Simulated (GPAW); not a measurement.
# Worked example: self-consistent single point of MoTe2 (P6_3/mmc, 6 atoms in the cell) in GPAW

Method of the run: PBE, GPAW PAW datasets PBE (gpaw-data 1.0.1) (plane waves; GPAW).

Input as run:

```python
from ase import Atoms
from ase.units import GPa
from gpaw import GPAW, PW, FermiDirac

atoms = Atoms(['Te', 'Te', 'Te', 'Te', 'Mo', 'Mo'],
              cell=[[1.758240, -3.045361, 0.000000],
                    [1.758240, 3.045361, 0.000000],
                    [0.000000, 0.000000, 13.946040]],
              positions=[[1.758240, 1.015120, 12.258569],
                         [1.758240, -1.015120, 5.285549],
                         [1.758240, -1.015120, 1.687471],
                         [1.758240, 1.015120, 8.660491],
                         [1.758240, 1.015120, 3.486510],
                         [1.758240, -1.015120, 10.459530]],
              pbc=True)

calc = GPAW(mode=PW(550),
            xc='PBE',
            kpts={'size': (6, 6, 2), 'gamma': True},
            occupations=FermiDirac(0.05),
            nbands=-8,
            convergence={'forces': 0.001, 'bands': -6},
            symmetry={'symmorphic': False, 'tolerance': 0.0005},
            maxiter=150)

atoms.calc = calc

energy = atoms.get_potential_energy()
print('Energy (eV):', round(energy, 6))
forces = atoms.get_forces()
print('Forces (eV/Ang):')
print(forces.round(5))
stress = atoms.get_stress()
print('Stress (GPa, Voigt):', (stress / GPa).round(4))
```

Output, abridged:

```
Input parameters:
  convergence: {bands: -6,
                forces: 0.001}
  kpts: {gamma: True,
         size: (6, 6, 2)}
  maxiter: 150
  mode: {ecut: 550.0,
         name: pw}
  nbands: -8
  occupations: {fixmagmom: False,
                name: fermi-dirac,
                width: 0.05}
  symmetry: {symmorphic: False,
             tolerance: 0.0005}
  xc: PBE

species:
  Te:
    name: Tellurium
    Z: 52.0
    valence: 6
    core: 46
    charge: 0.0
    file: Te.PBE.gz

    # Using partial waves for Te as LCAO basis

  Mo:
    name: Molybdenum
    Z: 42.0
    valence: 14
    core: 28
    charge: 0.0
    file: Mo.PBE.gz

    # Using partial waves for Mo as LCAO basis

Reference energy: -959430.878998  # eV

Spin-paired calculation

Convergence criteria:
 Maximum [total energy] change in last 3 cyles: 0.0005 eV / valence electron
 Maximum integral of absolute [dens]ity change: 0.0001 electrons / valence electron
 Maximum integral of absolute [eigenst]ate change: 4e-08 eV^2 / valence electron
 Maximum change in the atomic [forces] across last 2 cycles: 0.001 eV/Ang OR
Maximum error relative to the maximum force is below inf
 Maximum number of scf [iter]ations: 150

Symmetries present (total): 24
Symmetries with fractional translations: 12
72 k-points: 6 x 6 x 2 Monkhorst-Pack grid + [1/12,1/12,1/4]
14 k-points in the irreducible part of the Brillouin zone
       k-points in crystal coordinates                weights
   0:     0.00000000    0.00000000    0.00000000          1/72
   1:     0.00000000    0.00000000    0.50000000          1/72
   2:     0.16666667    0.00000000    0.00000000          6/72
   [... 7 lines left out ...]
          ...
  13:     0.50000000    0.50000000    0.50000000          3/72

Wave functions: Plane wave expansion
  Cutoff energy: 550.000 eV
  Number of coefficients (min, max): 4362, 4392
  Pulay-stress correction: 0.000000 eV/Ang^3 (de/decut=0.000000)

Occupation numbers: Fermi-Dirac:
  width: 0.0500  # eV

Eigensolver

Densities:
  Coarse grid: 20*20*80 grid
  Fine grid: 40*40*160 grid
  Total Charge: 0.000000

Density mixing:
  Method: separate
  Backend: pulay
  Linear mixing parameter: 0.05
  old densities: 5
  Damping of long wavelength oscillations: 50

Hamiltonian:
  XC and Coulomb potentials evaluated on a 40*40*160 grid
  External potential:
    NoExternalPotential

XC parameters: PBE with 2 nearest neighbor stencil

Number of atoms: 6
Number of atomic orbitals: 42
Number of bands in calculation: 34
Number of valence electrons: 52
Bands to converge: 28

Density initialized from atomic densities
  34 bands from LCAO basis set

Atomic positions and initial magnetic moments

Positions:
   0 Te     1.758240    1.015120   12.258569    ( 0.0000,  0.0000,  0.0000)
   1 Te     1.758240   -1.015120    5.285549    ( 0.0000,  0.0000,  0.0000)
   2 Te     1.758240   -1.015120    1.687471    ( 0.0000,  0.0000,  0.0000)
   3 Te     1.758240    1.015120    8.660491    ( 0.0000,  0.0000,  0.0000)
   4 Mo     1.758240    1.015120    3.486510    ( 0.0000,  0.0000,  0.0000)
   5 Mo     1.758240   -1.015120   10.459530    ( 0.0000,  0.0000,  0.0000)

Unit cell:
           periodic     x           y           z      points  spacing
  1. axis:    yes    1.758240   -3.045361    0.000000    20     0.1523
  2. axis:    yes    1.758240    3.045361    0.000000    20     0.1523
  3. axis:    yes    0.000000    0.000000   13.946040    80     0.1743

  Lengths:   3.516480   3.516480  13.946040
  Angles:   90.000000  90.000000 120.000000

Effective grid spacing dv^(1/3) = 0.1671

     iter     time        total  log10-change:
                         energy   eigst   dens  force
iter:   1 --:--:--   -38.282245   +0.41
iter:   2 --:--:--   -38.044737   -0.60  -1.19
iter:   3 --:--:--   -37.479010   -1.38  -1.20
iter:   4 --:--:--   -37.057843   -1.50  -1.27
iter:   5 --:--:--   -37.118556   -1.51  -1.47
iter:   6 --:--:--   -37.054868   -1.86  -1.72
iter:   7 --:--:--   -36.989915   -2.52  -2.00
iter:   8 --:--:--   -36.988855   -3.49  -2.56
iter:   9 --:--:--   -36.987369c  -3.57  -2.54
iter:  10 --:--:--   -36.986754c  -4.11  -2.57
iter:  11 --:--:--   -36.986810c  -4.54  -3.13
iter:  12 --:--:--   -36.986914c  -4.90  -3.18
iter:  13 --:--:--   -36.986722c  -4.89  -3.26
iter:  14 --:--:--   -36.986721c  -5.65  -3.62
iter:  15 --:--:--   -36.986716c  -6.99  -3.71
iter:  16 --:--:--   -36.986714c  -6.41  -3.77
iter:  17 --:--:--   -36.986715c  -7.19  -3.89
iter:  18 --:--:--   -36.986713c  -6.57  -3.92
iter:  19 --:--:--   -36.986713c  -7.78c -4.53c
iter:  20 --:--:--   -36.986713c  -8.71c -4.91c -3.48c

Converged after 20 iterations.

Dipole moment: (-0.000000, -0.000000, 0.000000) |e|*Ang

Energy contributions relative to reference atoms: (reference = -959430.878998)

Kinetic:        +20.173112
Potential:      -26.574621
External:        +0.000000
XC:             -30.425854
Entropy (-ST):   -0.000028
Local:           -0.159335
SIC:             +0.000000
--------------------------
Free energy:    -36.986727
Extrapolated:   -36.986713

Showing only first 2 kpts
 Kpt  Band  Eigenvalues  Occupancy
  0    24      7.87000    2.00000
  0    25      8.18521    1.99886
  0    26     11.07807    0.00000
  0    27     11.07808    0.00000

  1    24      8.10553    1.99977
  1    25      8.10553    1.99977
  1    26     11.11622    0.00000
  1    27     11.11622    0.00000

Fermi level: 8.55889

Gap: 0.813 eV
Transition (v -> c):
  (s=0, k=0, n=25, [0.00, 0.00, 0.00]) -> (s=0, k=4, n=26, [0.33, -0.17, 0.00])
Direct/indirect transitions are different
Direct gap: 1.026 eV
Transition at: (s=0, k=8, n=25, [0.33, 0.33, 0.00])
Energy (eV): -36.986713

Forces in eV/Ang:
  0 Te   -0.00000    0.00000    0.16362
  1 Te    0.00000   -0.00000    0.16362
  2 Te    0.00000   -0.00000   -0.16362
  3 Te    0.00000    0.00000   -0.16362
  4 Mo    0.00000    0.00000    0.00000
  5 Mo    0.00000    0.00000   -0.00000

Stress tensor:
    -0.014590     0.000000     0.000000
     0.000000    -0.014590     0.000000
     0.000000     0.000000    -0.019659
Stress (GPa, Voigt): [-2.3376 -2.3376 -3.1498  0.      0.      0.    ]
```

The run converged in 20 iterations. GPAW prints stress with tension positive.

The starting cell has typed, rounded lattice constants, without a prior relaxation at this level. Its lattice was rescaled by a random factor within 2.5 % of one. Spin-orbit coupling is off. Another mesh or the band path of this cell gives a smaller gap, so this value is not converged in the mesh.

Cost on one core of a shared machine: roughly 50 s.
